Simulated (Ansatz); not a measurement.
Consider WB (space group I4_1/amd, No. 141; a = 3.120 Å, c = 16.860 Å). Axes: x, y, z lie along a, b, c of the conventional cell.

Computed with Kohn–Sham DFT with the PBEsol functional, run in Ansatz (a program for electronic structure) with PAW and 420 eV plane waves, scalar-relativistic without spin-orbit coupling.

Before the change:

The pressure is 0.0 GPa and the volume per atom comes out as 10.26 Å³.

Now apply this change: compressive biaxial strain of 3.00 % in the plane normal to [001], as in epitaxy on a mismatched substrate; the out-of-plane cell vector and the atoms relax.

Estimate the effect on the pressure, energy relative to the base and volume per atom.

The pressure (mean of the normal stresses, compression positive) goes from zero to 13.6 GPa; the energy rises by 38 meV/atom; the volume per atom falls by 0.33 Å³ to 9.93 Å³.

Without a gap, meshes like the base's 18×18×18 leave anisotropic stresses uncertain by several tenths of a GPa, and small strain energies with them. Whether these cells are dynamically stable was not tested. All final runs are without spin polarisation.
